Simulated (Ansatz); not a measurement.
# What H interstitial (started 1.92 Å from the nearest host atom), symmetric start does to Rh

Take a 12-atom supercell of Rh in the fcc (Cu type) structure (space group Fm-3m, No. 225; a = 3.8303 Å) at its relaxed geometry as the base.

Modification: a neutral H interstitial (started 1.92 Å from the nearest host atom), symmetric start, atoms relaxed at fixed cell.

The values are results of PBE (Ansatz, an electronic-structure program; PAW; 420 eV plane waves; without spin-orbit coupling), earlier PAW set, not measurements. Γ-centred 7×5×7 mesh, Fermi–Dirac width 0.05 eV.

```yaml
largest_displacement_of_a_host_atom_from_its_site_in_the_perfect_cell: 0.03 Å
final_site_of_the_added_atom: 6 Rh at 1.95 Å (octahedral)
```

The cell is small, so the values are those of an ordered compound at a high defect concentration; dilute-limit values will differ. The defect started on the symmetric site and kept its symmetry, so it may sit on a saddle. The final runs are not spin-polarised. An odd electron count without spin: Rh12H. The defect cell is not spin-polarised.
